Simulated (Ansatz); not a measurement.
Defect: interstitial Na in alpha cristobalite, charge state +1. These are PBE, PAW (plane waves to 420 eV; Ansatz, a program for electronic structure) values and carry that method's errors.

Cell of 96 host sites held at the relaxed PBE lattice; the Γ point alone; Fermi-Dirac width 0.01 eV, spin-restricted; finite-size errors left in. Static, classical nuclei. The host's phase is taken as given; its stability against other phases was not computed. The charge state is imposed; whether it is stable for some Fermi level was not computed. Sites that were not tried may lie lower.

Barriers: single points on a 2×2×2 k-point mesh shifted by half a step at the bands' geometries.

The step: several atoms move together, Na the farthest; the atom moves 3.11 Å along (-0.05, 0.50, 0.25) of the unit cell; the moving atom starts with neighbours 2 O at 2.42, 2 O at 2.45, 2 O at 2.60; 2 Si at 3.01, Si at 3.10 Å and ends with 2 O at 2.42, 2 O at 2.45, 2 O at 2.60; 2 Si at 3.01, Si at 3.10 Å.

What is the computed migration barrier of this step (PBE, PAW)?

0.43 eV, the same both ways. At the saddle the moving atom has neighbours 2 O at 2.31, O at 2.35, O at 2.39, O at 2.79; Si at 2.92, Si at 2.95, Si at 2.99 Å. The saddle point's order was not checked.
